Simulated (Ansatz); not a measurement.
RuN₃ (model structure, started from the ReO3 type, Pm-3m, No. 221, 4 atoms in the cell): bulk modulus by level of theory

No measured value is used here.

| level (code) | value (GPa) | cell (Å³/atom) |
|---|---|---|
| LDA (Ansatz) | 218 | 13.17 |
| PBE (Ansatz) | 188 | 13.80 |
| PBEsol (Ansatz) | 205 | 13.44 |
| r²SCAN (Ansatz) | 205 | 13.53 |

The crystal itself was run without spin with LDA, PBE, PBEsol, r²SCAN; a magnetic state was not tried in these runs. LDA, PBE, PBEsol, r²SCAN: the run has no spin polarisation, so it can have missed a magnetic state. LDA, PBE, PBEsol, r²SCAN: the bulk modulus is −V dP/dV from two relaxed cells at ±2 % in volume. Each level is taken at its own relaxed cell. Cutoffs differ between the levels. Ansatz's density-functional and Hartree–Fock values are scalar-relativistic unless marked +SOC, with PAW data made under PBE.

A model structure was made by putting elements into a prototype or built by hand; it is no filed structure, need not be a known phase, and can be a saddle point held by its symmetry.

Ansatz is a quantum-chemistry and plane-wave program.
